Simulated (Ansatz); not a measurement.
**CaSe, response to strain**

Consider CaSe in the rock salt structure (space group Fm-3m, No. 225; a = 5.869 Å). Axes: x, y, z lie along the cube axes.

Strains are applied to the cell and any free atomic positions relax.

The values are results of Ansatz (a first-principles code) PBEsol, no spin-orbit coupling, not measurements.

Candidates:
(a) tensor shear ε_xy = +1.71 %
(b) tensor shear ε_xy = +0.86 %
(c) tensor shear ε_xy = +0.57 %
(d) tensor shear ε_xy = +1.43 %

Before the change:

```
Quantity              Result
-------------------  -------
Smallest direct gap  2.85 eV
```

### Question
Order them by smallest direct gap, lowest first.

### Answer
(a) tensor shear ε_xy = +1.71 % (2.70 eV), (d) tensor shear ε_xy = +1.43 % (2.72 eV), (b) tensor shear ε_xy = +0.86 % (2.77 eV), (c) tensor shear ε_xy = +0.57 % (2.80 eV)

Stability against distortions was not tested.
